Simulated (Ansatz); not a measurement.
The reference is Cs in the bcc (W type) structure (space group Im-3m, No. 229; a = 6.0072 Å; relaxed with 0.1 eV smearing). Axes: x, y, z lie along the cube axes.

Calculations: PBEsol, PAW, 420 eV (Ansatz, an electronic-structure program; no SOC).

For the base:

| Quantity | Result |
|---|---|
| Pressure | 0.0 GPa |

The change: biaxial strain +1.50 %, plane normal [001], relaxed out of plane (Cartesian); in-plane vectors clamped, the third vector and the atoms free.

What happens to the ratio −ε⊥/ε∥, energy relative to the base and pressure?

The ratio −ε⊥/ε∥ comes out as 1.47; the energy stays essentially unchanged; the pressure (mean of the normal stresses, compression positive) stays 0.0 GPa.

Whether these cells are dynamically stable was not tested. The final runs are not spin-polarised.
